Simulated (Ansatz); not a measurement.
Input and output of a self-consistent single point for IrRh3 (I4mm, 4 atoms in the cell) (Ansatz, a first-principles code).

Level of theory: LDA (PW92), default PAW files made with PBE (plane waves; Ansatz).

```xyz
4
Lattice="-1.9125 1.9125 3.8309 1.9125 -1.9125 3.8309 1.9125 1.9125 -3.8309" Properties=species:S:1:pos:R:3 pbc="T T T"
Ir     0.0000     0.0000     0.0500
Rh     0.0000     1.9125     1.9155
Rh     1.9125     0.0000     1.9155
Rh     0.0000     0.0000     3.8309
```

Reference input (self-consistent single point, DFT, LDA (PW92), plane waves, default PAW files made with PBE): basis.ecutwfc = 420 eV; kpoints.mp_grid.grid = 12 12 12; hamiltonian.xc = lda; hamiltonian.pseudopotentials = {kind: paw} (the program's default PAW files); scf.occupations.method = fermi_dirac; scf.occupations.width = 0.1 eV. This run's input differs from it in these lines:

Ansatz 0.2 input:
```diff
@@ -13,3 +13,3 @@
 kpoints:
-  mp_grid: { grid: [12, 12, 12] }
+  mp_grid: { grid: [8, 8, 8] }
 hamiltonian:
@@ -18,3 +18,3 @@
 scf:
-  occupations: { method: fermi_dirac, width: 0.1 }
+  occupations: { method: fermi_dirac, width: 0.05 }
 output:
```

Output (repeated stretches shortened):

```
SCF iter   1: F=—  HF=-30499.313352 eV  |F-HF|=—  |Δ(HF+E_count)|=         —  Δρ=1.25e-2  dr2=9.44e-2  ethr=1.77e-3  ⟨swp⟩=5.7  Hψ=8162  notcnv=0  defer=1
all-band conjugate gradients solve this SCF's bands
preconditioner: auto → Kerker (q_TF=auto, 2.818 Å⁻¹)
SCF iter   2: F=—  HF=-30499.305964 eV  |F-HF|=—  |Δ(HF+E_count)|=   7.39e-3  Δρ=5.88e-3  dr2=1.91e-2  ethr=1.39e-4  ⟨swp⟩=2.0  Hψ=3030  notcnv=0  defer=1
SCF iter   3: F=—  HF=-30499.303048 eV  |F-HF|=—  |Δ(HF+E_count)|=   2.92e-3  Δρ=8.04e-4  dr2=1.71e-4  ethr=2.81e-5  ⟨swp⟩=1.3  Hψ=2653  notcnv=0  defer=1
SCF iter   4: F=—  HF=-30499.303016 eV  |F-HF|=—  |Δ(HF+E_count)|=   3.17e-5  Δρ=1.08e-4  dr2=9.93e-6  ethr=2.51e-7  ⟨swp⟩=2.3  Hψ=3758  notcnv=0  defer=1
SCF iter   5: F=—  HF=-30499.303012 eV  |F-HF|=—  |Δ(HF+E_count)|=   3.51e-6  Δρ=4.01e-5  dr2=6.99e-7  ethr=1.46e-8  ⟨swp⟩=2.3  Hψ=4152  notcnv=0  defer=1
SCF iter   6: F=-30499.303012 eV  HF=-30499.303012 eV  |F-HF|=2.59e-8  |Δ(HF+E_count)|=   1.76e-7  Δρ=7.98e-6  dr2=4.01e-8  ethr=1.47e-10  ⟨swp⟩=5.1  Hψ=8575  notcnv=0
SCF 1 converged in 6 iterations: F = -30499.303012 eV  dr2 = 4.01e-8
Free energy (F): -30499.303012 eV
Internal energy: -30499.261304 eV  (E = F + TS)
E sigma→0 (E₀):  -30499.282158 eV
Entropy (-TS):   -0.041708 eV (-10.427 meV/atom)
Fermi energy:    22.558172 eV
--- Forces (eV/Å), atoms counted from 1 ---
  atom   1  Ir    -0.00000000    -0.00000000    -0.55790416
  atom   2  Rh     0.00000000     0.00000000     0.22793410
  atom   3  Rh    -0.00000000     0.00000000     0.22793410
  atom   4  Rh    -0.00000000     0.00000000     0.10202097
--- Stress (GPa, compression-positive) ---
      -14.053745       0.000000      -0.000000
        0.000000     -14.053745      -0.000000
       -0.000000       0.000000     -14.056149
  P = ⅓ Tr σ = -14.0545 GPa (-140.545 kbar)
  The stress holds the Pulay correction. Without it, at fixed plane waves, as pw.x and ABINIT print it: P = -14.1360 GPa
```

The run converged in 6 iterations. Against the reference run the free energy rises by 15.1 meV/atom, the pressure goes from -13.81 to -14.05 GPa and the largest force moves little (0.550 to 0.558 eV/Å).

The starting cell comes from a database of computed structures (which also holds hypothetical and non-ambient phases and stackings), without a prior relaxation at this level. Its lattice was rescaled by up to half a per cent. One atom was moved a little off its site on purpose. Spin polarisation is off. With a pressure of about -14 GPa the cell is away from its equilibrium volume at this level. Ansatz's pressure includes its estimate of the finite-basis (Pulay) stress.
